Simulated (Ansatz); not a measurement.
**Parameter sweep on Ta5N6 (P6_3/mcm, 22 atoms in the cell)**

```yaml
crystal:
  lattice:
    - [5.25260, 0.00000, 0.00000]
    - [-2.62630, 4.54889, 0.00000]
    - [0.00000, 0.00000, 10.50622]
  atoms:
    - { symbol: N, position: [0.34000, 0.00000, 0.62500] }
    - { symbol: N, position: [0.34000, 0.34000, 0.12500] }
    - { symbol: N, position: [0.00000, 0.34000, 0.62500] }
    - { symbol: N, position: [0.66000, 0.00000, 0.12500] }
    - { symbol: N, position: [0.66000, 0.66000, 0.62500] }
    - { symbol: N, position: [0.00000, 0.66000, 0.12500] }
    - { symbol: N, position: [0.00000, 0.66000, 0.37500] }
    - { symbol: N, position: [0.66000, 0.66000, 0.87500] }
    - { symbol: N, position: [0.66000, 0.00000, 0.37500] }
    - { symbol: N, position: [0.00000, 0.34000, 0.87500] }
    - { symbol: N, position: [0.34000, 0.34000, 0.37500] }
    - { symbol: N, position: [0.34000, 0.00000, 0.87500] }
    - { symbol: Ta, position: [0.33333, 0.66667, 0.00000] }
    - { symbol: Ta, position: [0.66667, 0.33333, 0.50000] }
    - { symbol: Ta, position: [0.66667, 0.33333, 0.00000] }
    - { symbol: Ta, position: [0.33333, 0.66667, 0.50000] }
    - { symbol: Ta, position: [0.32000, 0.00000, 0.25000] }
    - { symbol: Ta, position: [0.32000, 0.32000, 0.75000] }
    - { symbol: Ta, position: [0.00000, 0.32000, 0.25000] }
    - { symbol: Ta, position: [0.68000, 0.00000, 0.75000] }
    - { symbol: Ta, position: [0.68000, 0.68000, 0.25000] }
    - { symbol: Ta, position: [0.00000, 0.68000, 0.75000] }
```

Base run A: r2SCAN, default PAW files made with PBE (Ansatz, a first-principles code), self-consistent single point.

Its settings: basis.ecutwfc = 500 eV; kpoints.mp_grid.grid = 4 4 2; hamiltonian.xc = r2scan; hamiltonian.pseudopotentials = {kind: paw} (the program's default PAW files); scf.occupations.method = gaussian; scf.occupations.width = 0.1 eV.

The starting cell comes from a database of published, mostly measured structures (it also holds non-ambient and calculated ones), without a prior relaxation at this level. Its lattice was rescaled by a random factor within 2.5 % of one. Spin polarisation is off. In the base run, with a pressure of about -10 GPa the cell is away from its equilibrium volume at this level. Ansatz's pressure includes its estimate of the finite-basis (Pulay) stress.

ΔF is the free energy per atom less that of run A. 

Run A gave: pressure (GPa) -10.23; largest force (eV/Å) 0.897; TS (meV/atom) 2.2; k-points 8.

Runs:
- B: kpoints.mp_grid.grid, scf.occupations.width = 2 2 1, 0.03 eV
- C: kpoints.mp_grid.grid, scf.occupations.width = 2 2 1, 0.1 eV
- D: kpoints.mp_grid.grid, scf.occupations.width = 2 2 1, 0.3 eV
- E: kpoints.mp_grid.grid, scf.occupations.width = 3 3 2, 0.03 eV
- F: kpoints.mp_grid.grid, scf.occupations.width = 3 3 2, 0.1 eV
- G: kpoints.mp_grid.grid, scf.occupations.width = 3 3 2, 0.3 eV
- H: kpoints.mp_grid.grid, scf.occupations.width = 4 4 2, 0.03 eV
- I: kpoints.mp_grid.grid, scf.occupations.width = 4 4 2, 0.3 eV
- J: kpoints.mp_grid.grid, scf.occupations.width = 5 5 2, 0.03 eV
- K: kpoints.mp_grid.grid, scf.occupations.width = 5 5 2, 0.1 eV
- L: kpoints.mp_grid.grid, scf.occupations.width = 5 5 2, 0.3 eV

### Question
What does run I change against A?

### Answer
The free energy drops by 7.0 meV/atom, the pressure goes from -10.23 to -10.12 GPa and the largest force goes from 0.897 to 0.882 eV/Å.

```
run  ΔF (meV/atom)  pressure (GPa)  largest force (eV/Å)  TS (meV/atom)  k-points
---  -------------  --------------  --------------------  -------------  --------
A             0.00          -10.23                 0.897            2.2         8
B              4.7          -10.01                 1.165            0.6         2
C              3.1          -10.01                 1.140            2.7         2
D             -4.9          -10.01                 1.005           14.6         2
E             0.20          -10.30                 0.952            0.5         6
F            -1.26          -10.29                 0.932            2.5         6
G             -8.3          -10.20                 0.920           13.1         6
H             1.00          -10.26                 0.925            0.1         8
I             -7.0          -10.12                 0.882           14.1         8
J             0.15          -10.23                 0.871            0.2        10
K            -0.88          -10.22                 0.873            2.1        10
L             -7.6          -10.12                 0.879           13.7        10
```

Keys are those of Ansatz 0.2.
